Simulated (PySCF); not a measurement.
PySCF 2.14.0, WB97X/def2-svp, df: Sc(Cl)(OSiH3)2 ([SiH3][O][Sc]([Cl])[O][SiH3]), 12 atoms. The geometry is a generated start, not checked to be a minimum at this level.

```json
{
 "task": "energy",
 "method": "wb97x",
 "basis": "def2-svp",
 "two_electron_scheme": "density fitting",
 "mol.max_memory": "3000 MB",
 "mf.max_cycle": "100",
 "mf.DIIS": "CDIIS (default)",
 "mf.conv_tol": "1e-09 (default)",
 "mf.grids.level": "3 (default)",
 "basis_functions": "143",
 "grid_points": "164896"
}
```

```xyz
12

Sc    -0.4126     0.2745     1.0170
Cl    -1.2413     0.6965     3.0419
O      0.8339    -1.0819     0.9057
Si     1.9020    -2.2957     0.8461
H      3.2466    -1.7027     0.7627
H      1.6112    -3.1186    -0.3457
H      1.7320    -3.0762     2.0841
O     -1.0303     1.2726    -0.4117
Si    -1.5502     2.0896    -1.7077
H     -0.6043     3.1843    -1.9759
H     -2.8866     2.6141    -1.3786
H     -1.6003     1.1436    -2.8379
```

Charge 0 and multiplicity 1 are set for this test and not shown to be the ground state.

With the defaults (mf.diis = true, mf.level_shift = 0, mf.init_guess = minao, mf.diis_space = 8, mf.diis_damp = 0) it converges in 13 Fock builds. One run each on 2 threads, 1 BLAS thread, with these changes:
- mf.init_guess = sap
- mf.init_guess = 1e
- mf.diis_damp = 0.3
- mf.diis_space = 20
- mf.init_guess = huckel
- mf.diis = false
- mf.diis_space = 3
- mf.level_shift = 0.1 Hartree
- mf.init_guess = atom

Task: Which runs fail or end elsewhere than the default run?

Result: No convergence: mf.diis = false (the run ends without SCF convergence in 100 cycles). The rest reach the solution of the defaults.

| setting | Fock builds | end |
|---|---|---|
| the defaults | 13 | same solution |
| mf.diis_space = 20 | 13 | same solution |
| mf.init_guess = huckel | 13 | same solution |
| mf.init_guess = atom | 14 | same solution |
| mf.diis_damp = 0.3 | 14 | same solution |
| mf.level_shift = 0.1 Hartree | 15 | same solution |
| mf.init_guess = sap | 15 | same solution |
| mf.diis_space = 3 | 17 | same solution |
| mf.init_guess = 1e | 21 | same solution |
| mf.diis = false | 101 | no convergence |
